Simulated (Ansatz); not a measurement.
**A computed series for Nb2O5: pressure series**

The reference is Nb2O5 (space group C2/c, No. 15; a = 12.7870 Å, b = 4.8865 Å, c = 5.5517 Å, α = 90.00°, β = 104.36°, γ = 90.00°).

Cell and atoms are relaxed at each pressure.

Calculations: Ansatz (a program for electronic structure) PBEsol, no SOC.

```
P (GPa)  V (Å³/atom)
-------  -----------
-2.00         12.237
0.69          11.923
1.50          11.834
2.99          11.674
7.49          11.235
10.00         11.007
```

A third-order Birch–Murnaghan fit to these points gives V₀ = 12.00 Å³/atom, B₀ = 105 GPa and B₀′ = 2.3. At pressure 10 GPa the volume is 91.7 % of V₀.

Load acts through the strain it causes; cell and atoms are relaxed under it. Whether these cells are dynamically stable was not tested. No other phases were tried under pressure.
